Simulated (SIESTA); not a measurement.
Worked example: self-consistent single point of a (001) slab of Na3BrO (cut from a parent of space group no. 221; 10 atoms in the cell) in SIESTA.

Level of theory: GGA PBEsol, numerical atomic orbitals DZP, PseudoDojo PBEsol standard norm-conserving potentials (rewritten from UPF to PSML) run with SIESTA 5.4.2.

The change in words: vacuum of 6 angstrom (first run: 14 Å). Reference geometry:
```xyz
10
Lattice="4.5105 0.0000 0.0000 0.0000 4.5105 0.0000 0.0000 0.0000 20.7657" Properties=species:S:1:pos:R:3 pbc="T T T"
Na     0.0000     2.2552     7.0000
Na     2.2552     0.0000     7.0000
Na     2.2552     2.2552     9.2552
Br     0.0000     0.0000     9.2552
O      2.2552     2.2552     7.0000
Na     0.0000     2.2552    11.5105
Na     2.2552     0.0000    11.5105
Na     2.2552     2.2552    13.7657
Br     0.0000     0.0000    13.7657
O      2.2552     2.2552    11.5105
```

Reference input (self-consistent single point, DFT, GGA PBEsol, numerical atomic orbitals DZP, PseudoDojo PBEsol standard norm-conserving potentials (rewritten from UPF to PSML)): XC.functional = GGA; XC.authors = PBEsol; potentials = PseudoDojo PBEsol standard; PAO.BasisSize = DZP; PAO.EnergyShift = 0.01 Ry; MeshCutoff = 400 Ry; kgrid.MonkhorstPack = 3 3 1; OccupationFunction = FD; ElectronicTemperature = 232.09 K; MaxSCFIterations = 150; SCF.Mixer.Method = Pulay; SCF.Mixer.Weight = 0.1. This run's input differs from it in these lines:

```diff
@@ -15,3 +15,3 @@
      0.000000000    1.000000000    0.000000000
-     0.000000000    0.000000000    4.603897515
+     0.000000000    0.000000000    2.830245181
 %endblock LatticeVectors
@@ -19,12 +19,12 @@
 %block AtomicCoordinatesAndAtomicSpecies
-     0.000000000    0.500000000    0.337094000  1
-     0.500000000    0.000000000    0.337094000  1
-     0.500000000    0.500000000    0.445697000  1
-     0.000000000    0.000000000    0.445697000  2
-     0.500000000    0.500000000    0.337094000  3
-     0.000000000    0.500000000    0.554303000  1
-     0.500000000    0.000000000    0.554303000  1
-     0.500000000    0.500000000    0.662906000  1
-     0.000000000    0.000000000    0.662906000  2
-     0.500000000    0.500000000    0.554303000  3
+     0.000000000    0.500000000    0.235004000  1
+     0.500000000    0.000000000    0.235004000  1
+     0.500000000    0.500000000    0.411667000  1
+     0.000000000    0.000000000    0.411667000  2
+     0.500000000    0.500000000    0.235004000  3
+     0.000000000    0.500000000    0.588333000  1
+     0.500000000    0.000000000    0.588333000  1
+     0.500000000    0.500000000    0.764996000  1
+     0.000000000    0.000000000    0.764996000  2
+     0.500000000    0.500000000    0.588333000  3
 %endblock AtomicCoordinatesAndAtomicSpecies
```

Output, abridged:

```
        iscf     Eharris(eV)        E_KS(eV)     FreeEng(eV)     dDmax    Ef(eV) dHmax(eV)
   scf:    1    -9168.515625    -9192.871316    -9192.871316  0.760710 -6.320575 19.009763
   scf:    2    -9203.931664    -9198.750380    -9198.750380  0.120003 -6.375994 13.520223
   scf:    3    -9200.224249    -9204.080541    -9204.080541  0.204790 -3.983759  5.277379
   scf:    4    -9205.445638    -9204.929321    -9204.929321  0.037084 -4.451717  1.788186
   scf:    5    -9201.629747    -9204.030023    -9204.030023  0.131912 -5.380662  5.956545
   [... 8 lines left out ...]
   scf:   14    -9205.136418    -9205.136418    -9205.136418  0.000050 -4.586609  0.002160
   scf:   15    -9205.136418    -9205.136418    -9205.136418  0.000023 -4.586723  0.000220
   scf:   16    -9205.136418    -9205.136418    -9205.136418  0.000029 -4.586822  0.000096
   scf:   17    -9205.136418    -9205.136418    -9205.136418  0.000003 -4.586825  0.000064
SCF Convergence by DM+H criterion
max |DM_out - DM_in|         :     0.0000033190
max |H_out - H_in|      (eV) :     0.0000637964
SCF cycle converged after 17 iterations

Using DM_out to compute the final energy and forces

siesta: E_KS(eV) =            -9205.1364

siesta: E_KS - E_eggbox =     -9205.1364

siesta: Atomic forces (eV/Ang):
     1   -0.000000   -0.000000   -0.138728
     2   -0.000000   -0.000000   -0.138728
     3   -0.000000    0.000000    0.097806
     4    0.000000    0.000000   -0.056693
     5   -0.000000   -0.000000    0.191195
     6   -0.000000   -0.000000    0.034736
     7   -0.000000   -0.000000    0.034736
     8   -0.000000   -0.000000   -0.073378
     9   -0.000000   -0.000000   -0.030258
    10    0.000000    0.000000    0.080691
   Tot   -0.000000   -0.000000    0.001378
   Max    0.191195
   [... lines left out ...]
siesta: FreeEng =     -9205.136418
   [... lines left out ...]
siesta:     0.007716   -0.000000   -0.000000
siesta:    -0.000000    0.007716   -0.000000
siesta:    -0.000000    0.000000    0.001064

siesta: Cell volume =        259.709432 Ang**3

siesta: Pressure (static):
siesta:                Solid            Molecule  Units
siesta:          -0.00005989         -0.00006079  Ry/Bohr**3
siesta:          -0.00549881         -0.00558160  eV/Ang**3
siesta:          -8.81006822         -8.94271223  kBar
```

The run converged in 17 iterations. Against the reference run the free energy falls by 2.4 meV/atom, the largest force goes from 0.223 to 0.191 eV/Å and the gap on the mesh goes from 1.870 to 1.694 eV.

The starting cell comes from a database of computed structures (which also holds hypothetical and non-ambient phases and stackings), without a prior relaxation at this level. The slab is cut from that crystal, and its faces are unrelaxed. Its lattice was rescaled by up to half a per cent. Spin polarisation is off, though cut faces can carry moments; a gap of a slab can lie between surface states. The two faces of this cut differ, and no dipole correction was used. Values carry the incompleteness of an atom-centred basis.

Cost on one core of a shared machine: roughly 90 s.
